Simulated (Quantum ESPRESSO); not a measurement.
## Convergence series on PtPb2 (I4/mcm, 6 atoms in the cell)

```yaml
crystal:
  lattice:
    - [-3.51089, 3.51089, 2.90599]
    - [3.51089, -3.51089, 2.90599]
    - [3.51089, 3.51089, -2.90599]
  atoms:
    - { symbol: Pt, position: [0.75000, 0.75000, 0.00000] }
    - { symbol: Pt, position: [0.25000, 0.25000, 0.00000] }
    - { symbol: Pb, position: [0.16066, 0.66066, 0.82132] }
    - { symbol: Pb, position: [0.83934, 0.33934, 0.17868] }
    - { symbol: Pb, position: [0.66066, 0.83934, 0.50000] }
    - { symbol: Pb, position: [0.33934, 0.16066, 0.50000] }
```

Computed with LDA (PZ), GBRV 1.5 ultrasoft (LDA) pseudopotentials (plane waves; Quantum ESPRESSO).

The starting cell comes from a database of computed structures (which also holds hypothetical and non-ambient phases and stackings), without a prior relaxation at this level. Spin polarisation is off. In the base run, with a pressure of about -5 GPa the cell is away from its equilibrium volume at this level.

Held fixed: ecutwfc = 40 Ry; ecutrho = 320 Ry; occupations = smearing; smearing = marzari-vanderbilt; degauss = 0.0073499 Ry; potentials = {Pt: pt_lda_v1.4.uspp.F.UPF, Pb: pb_lda_v1.uspp.F.UPF}; K_POINTS = automatic 4 4 4 1 1 1; mixing_beta = 0.7.

ΔF is the free energy per atom less that of the last row (7.3e-14 Ry).

| conv_thr | ΔF (meV/atom) | pressure (GPa) | largest force (eV/Å) | iterations |
|---|---|---|---|---|
| 0.0073 Ry | 2.8 | -8.76 | 0.595 | 5 |
| 0.00073 Ry | 0.33 | -4.83 | 0.242 | 6 |
| 7.3e-05 Ry | 0.33 | -4.83 | 0.242 | 6 |
| 7.3e-06 Ry | 0.00 | -5.43 | 0.193 | 7 |
| 7.3e-07 Ry | 0.00 | -5.35 | 0.201 | 8 |
| 7.3e-08 Ry | 0.00 | -5.34 | 0.206 | 9 |
| 1e-09 Ry | 0.00 | -5.35 | 0.205 | 11 |
| 7.3e-10 Ry | 0.00 | -5.35 | 0.205 | 11 |
| 7.3e-12 Ry | 0.00 | -5.35 | 0.205 | 13 |
| 7.3e-14 Ry | 0.00 | -5.35 | 0.205 | 15 |

Energy within 1 meV/atom of the last row: from conv_thr = 0.00073 Ry on; the one before it is off by 2.8 meV/atom.
